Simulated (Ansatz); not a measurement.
**Energy from pressure between two volumes: Ca (Fm-3m, 1 atom in the cell)**

```
Ca
1.0
    0.00000     2.79837     2.79837
    2.79837     0.00000     2.79837
    2.79837     2.79837     0.00000
Ca
1
Cartesian
  0.00000   0.00000   0.00000
```

Level of theory: PBEsol, default PAW files made with PBE (plane waves; Ansatz, an electronic-structure program).

Settings: basis.ecutwfc = 1010 eV; kpoints.mp_grid.grid = 10 10 10; hamiltonian.xc = pbesol; hamiltonian.pseudopotentials = {kind: paw} (the program's default PAW files); scf.occupations.method = gaussian; scf.occupations.width = 0.1 eV. This cutoff ends a ladder whose last two steps agree within 1 meV/atom.

The second cell is the first with its lattice scaled by 0.98, at the same fractional positions.

The starting cell has typed, rounded lattice constants, without a prior relaxation at this level. Its lattice was rescaled by up to half a per cent. Ansatz's pressure includes its estimate of the finite-basis (Pulay) stress.

| cell | volume (Å³/atom) | pressure (GPa) | F less the first cell's (meV/atom) |
|---|---|---|---|
| first | 43.8274 | -1.23 | 0.00 |
| second | 41.2500 | -0.28 | ? |

Problem. Estimate the energy of the second cell from the pressures, and the bulk modulus between the two volumes.

Solution. With P = −dF/dV, the trapezoid gives ΔF ≈ −(P₁ + P₂)/2 · ΔV = −(-0.755 GPa) · (-2.5774 Å³) = -12.15 meV/atom (1 eV/Å³ = 160.22 GPa). The modulus at fixed fractional positions is B = −ΔP/Δln V = 16 GPa, a mean over the interval; zero pressure lies outside it, so this is not the modulus at equilibrium. P(V) is curved, so the trapezoid lies high by about |ΔV|³·B·(1 + B′)/(12·V̄²) = 0.39 meV/atom for an assumed B′ = 4, which leaves -12.54 meV/atom. The runs gave -12.55 meV/atom, a miss of 0.01 meV/atom. Cases were kept where this miss is small, so the page shows the method and is no test of it.

Left out of this page: 15 runs of the series outside the window shown, repeating another row's setting, or not comparable.

Keys are those of Ansatz 0.2.
